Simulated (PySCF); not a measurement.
PySCF 2.14.0, CCSD (frozen core)/cc-pvdz: [SiH3]CNC[SiH3], 16 atoms. The geometry is a generated start, not checked to be a minimum at this level.

```yaml
task: ccsd
basis: cc-pvdz
two_electron_scheme: exact four-centre integrals
frozen_core: true
mf.init_guess: minao (default)
mf.DIIS: CDIIS (default)
mf.diis_space: 8 (default)
mf.conv_tol: 1e-09 (default)
basis functions (reference run): 133
```

On 4 threads, 1 BLAS thread. Build: conda-forge: OpenMP (GNU), OpenBLAS with its own threads, libcint, Libxc. One run each, on a shared machine, so no times are given.

Values of mol.max_memory tried: 8000 MB, 4000 MB, 2000 MB, 1000 MB, 500 MB, 300 MB, 200 MB.

Q: What happens as the memory setting falls?

A: It runs down to 200 MB, the lowest tried, with the same result. At 8000 MB: SCF integrals in memory, transformation in memory. From 2000 MB down: SCF integrals in memory, transformation through a file. From 300 MB down: direct SCF, transformation through a file.

```json
[
 {"mol.max_memory": "8000 MB", "path": "SCF integrals in memory, transformation in memory", "peak memory": "1.6 GiB"},
 {"mol.max_memory": "4000 MB", "path": "SCF integrals in memory, transformation in memory", "peak memory": "1.6 GiB"},
 {"mol.max_memory": "2000 MB", "path": "SCF integrals in memory, transformation through a file", "peak memory": "1.9 GiB"},
 {"mol.max_memory": "1000 MB", "path": "SCF integrals in memory, transformation through a file", "peak memory": "1.9 GiB"},
 {"mol.max_memory": "500 MB", "path": "SCF integrals in memory, transformation through a file", "peak memory": "1.9 GiB"},
 {"mol.max_memory": "300 MB", "path": "direct SCF, transformation through a file", "peak memory": "1.5 GiB"},
 {"mol.max_memory": "200 MB", "path": "direct SCF, transformation through a file", "peak memory": "1.6 GiB"}
]
```

Peak memory is the kernel's count for the largest process, libraries included and scratch files not. The peak passes the setting at 2000 MB, 1000 MB, 500 MB, 300 MB, 200 MB: it is no hard cap.
